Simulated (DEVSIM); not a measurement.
Structure: abrupt Si p-n junction, at 300 K.

Layer 1 from the left is Si, thickness (μm) 0.730, Na (cm⁻³) 1.3e18, τn (s) 2.4e-5, τp (s) 2.4e-5. Layer 2 from the left is Si, thickness (μm) 41.0, Nd (cm⁻³) 1.1e17, τn (s) 2.4e-5, τp (s) 2.4e-5.

Left contact: ohmic. Right contact: ohmic. Voltage is applied to the left contact. Recombination: SRH at mid-gap, radiative, Auger. Mobility is μmin + (μ − μmin)/(1 + (N/Nref)^α).

Constants are typed, rounded textbook-type inputs, not results; the design itself was drawn at random and stands for no fabricated device. Values at 300 K.

Si: gap (eV) 1.124, affinity (eV) 4.05, permittivity 11.7, Nc (cm⁻³) 2.86e19, Nv (cm⁻³) 3.1e19, μn (cm²/Vs) 1417, μp (cm²/Vs) 470, μn,min 52, μp,min 45, Nref,n 9.7e16, Nref,p 2.2e17, αn 0.68, αp 0.72, B (cm³/s) 4.7e-15, Cn (cm⁶/s) 2.8e-31, Cp (cm⁶/s) 9.9e-32.

Model (solved in DEVSIM): 1D drift-diffusion, Boltzmann statistics, complete ionisation; no tunnelling, impact ionisation, image-force lowering or self-heating.

Dark forward current:

```csv
|V| (V),|J| (A/cm²)
0.05,5.780e-11
0.10,2.460e-10
0.15,1.036e-9
0.20,5.130e-9
0.25,2.971e-8
0.30,1.894e-7
0.35,1.265e-6
0.40,8.626e-6
0.45,5.930e-5
0.50,0.0004091
0.55,0.002826
0.60,0.01953
0.65,0.1349
0.70,0.9253
0.75,6.088
0.80,33.16
0.85,121.8
0.90,308.4
0.95,612.9
1.00,1046
1.05,1612
1.10,2316
```

**Question.** Work out the local ideality factor n = ΔV / (kT/q · ln(J2/J1)) between the rows 0.15 and 0.20 V, 0.55 and 0.60 V, 1.05 and 1.10 V.

**Answer.** kT/q = 25.85 mV. From 0.15 to 0.20 V: ln(5.130e-9/1.036e-9) = 1.600, n = 1.21. From 0.55 to 0.60 V: ln(0.01953/0.002826) = 1.933, n = 1.00, near the 1 of diffusion or emission over a barrier. From 1.05 to 1.10 V: ln(2316/1612) = 0.362, n = 5.34.

**Question.** Estimate the current at 0.50 V from the Shockley equation with J0 = Σ q ni² D/(N L) coth(W/L), τ joining the SRH, radiative and Auger lifetimes that are on, and W taken as the whole layer.

**Answer.** ni² = 1.16e20 cm⁻⁶; electrons in the p layer: μ = 252 cm²/Vs, D = 6.50 cm²/s, τ = 4.65e-6 s, L = 55.0 μm, W/L = 0.013, term 1.27e-12 A/cm²; holes in the n layer: μ = 309 cm²/Vs, D = 8.00 cm²/s, τ = 2.19e-5 s, L = 132 μm, W/L = 0.31, term 3.40e-13 A/cm². J0 = 1.61e-12 A/cm², and J = J0 exp(qV/kT) = 0.000405 A/cm². The simulation gives 0.000409 A/cm², the same within the digits that matter. The estimate leaves out recombination in the depletion region and that region's share of W.
